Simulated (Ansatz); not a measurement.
## Response to strain in W

Take W in the bcc (W type) structure (space group Im-3m, No. 229; a = 3.1694 Å; relaxed with 0.1 eV smearing) as the base. Axes: x, y, z lie along the cube axes.

Strains are applied to the cell and any free atomic positions relax; under biaxial strain the out-of-plane vector relaxes too; under stress the whole cell relaxes.

Calculations: r2SCAN (Ansatz, a program for electronic structure, PAW, spin-orbit coupling left out), earlier PAW set.

Notes on the quantities. energy relative to the base: free energy F.

```json
[
 {"case": "base", "energy relative to the base": "0 meV/atom", "space group": "Im-3m (No. 229)", "shortest interatomic distance": "2.745 Å"},
 {"case": "biaxial strain −1.75 %, plane normal [001], relaxed out of plane", "energy relative to the base": "+19 meV/atom", "space group": "I4/mmm (No. 139)", "shortest interatomic distance": "2.726 Å"},
 {"case": "biaxial strain +0.25 %, plane normal [001], relaxed out of plane", "energy relative to the base": "+0.4 meV/atom", "space group": "I4/mmm (No. 139)", "shortest interatomic distance": "2.748 Å"},
 {"case": "biaxial strain −2.72 %, plane normal [111], relaxed out of plane", "energy relative to the base": "+42 meV/atom", "space group": "R-3m (No. 166)", "shortest interatomic distance": "2.687 Å"},
 {"case": "isotropic strain −2.19 %", "energy relative to the base": "+73 meV/atom", "space group": "Im-3m (No. 229)", "shortest interatomic distance": "2.685 Å"},
 {"case": "isotropic strain −0.74 %", "energy relative to the base": "+8.0 meV/atom", "space group": "Im-3m (No. 229)", "shortest interatomic distance": "2.724 Å"},
 {"case": "isotropic strain −0.70 %", "energy relative to the base": "+7.2 meV/atom", "space group": "Im-3m (No. 229)", "shortest interatomic distance": "2.726 Å"},
 {"case": "uniaxial strain ε_yy = −5.87 %", "energy relative to the base": "+107 meV/atom", "space group": "I4/mmm (No. 139)", "shortest interatomic distance": "2.692 Å"},
 {"case": "uniaxial strain ε_yy = +5.82 %", "energy relative to the base": "+81 meV/atom", "space group": "I4/mmm (No. 139)", "shortest interatomic distance": "2.799 Å"},
 {"case": "uniaxial stress, 8 GPa compression along z", "energy relative to the base": "+6.9 meV/atom", "space group": "I4/mmm (No. 139)", "shortest interatomic distance": "2.738 Å"}
]
```

Stability under load was not tested beyond the relaxation. The final runs are not spin-polarised.
